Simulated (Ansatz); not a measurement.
```
CELL_PARAMETERS angstrom
     25.00000     0.00000     0.00000
      0.00000    25.00000     0.00000
      0.00000     0.00000     3.13080
ATOMIC_POSITIONS crystal
  Al 0.77252 0.53607 0.50000
  N  0.76794 0.57183 0.00000
  Al 0.73797 0.63761 0.00000
  N  0.72005 0.66890 0.50000
  Al 0.66720 0.71820 0.50000
  N  0.63866 0.74025 0.00000
  Al 0.57097 0.76558 0.00000
  N  0.53617 0.77503 0.50000
  Al 0.46393 0.77252 0.50000
  N  0.42817 0.76794 0.00000
  Al 0.36239 0.73797 0.00000
  N  0.33110 0.72005 0.50000
  Al 0.28180 0.66720 0.50000
  N  0.25975 0.63866 0.00000
  Al 0.23442 0.57097 0.00000
  N  0.22497 0.53617 0.50000
  Al 0.22748 0.46393 0.50000
  N  0.23206 0.42817 0.00000
  Al 0.26203 0.36239 0.00000
  N  0.27995 0.33110 0.50000
  Al 0.33280 0.28180 0.50000
  N  0.36134 0.25975 0.00000
  Al 0.42903 0.23442 0.00000
  N  0.46383 0.22497 0.50000
  Al 0.53607 0.22748 0.50000
  N  0.57183 0.23206 0.00000
  Al 0.63761 0.26203 0.00000
  N  0.66890 0.27995 0.50000
  Al 0.71820 0.33280 0.50000
  N  0.74025 0.36134 0.00000
  Al 0.76558 0.42903 0.00000
  N  0.77503 0.46383 0.50000
```

These are PBE (plane waves to 420 eV, PAW; Ansatz, a quantum-chemistry and plane-wave program) values and carry that method's errors. Mesh 1×1×10. No spin polarisation. One-dimensional cell, images about 11 Å apart. A hypothetical model, rolled from the flat sheet. Symmetry and one short period hold its shape; lower forms weren't sought.

Q: Tabulate the two highest filled and two lowest empty levels along the axis, from the valence top.

A: 
```csv
k (2π/c),v2 (eV),v1 (eV),c1 (eV),c2 (eV)
0.000,-0.39,-0.28,2.80,2.98
0.042,-0.38,-0.27,2.85,3.03
0.083,-0.34,-0.24,2.99,3.16
0.125,-0.30,-0.19,3.21,3.36
0.167,-0.24,-0.14,3.47,3.61
0.208,-0.18,-0.09,3.76,3.90
0.250,-0.12,-0.04,4.09,4.21
0.292,-0.07,-0.01,–,–
0.333,-0.05,0.00,–,–
0.375,-0.07,-0.03,–,–
0.417,-0.12,-0.11,–,–
0.458,-0.23,-0.23,–,–
0.500,-0.32,-0.32,–,–
```
A dash stands for levels within 1 eV of the vacuum level or above it.
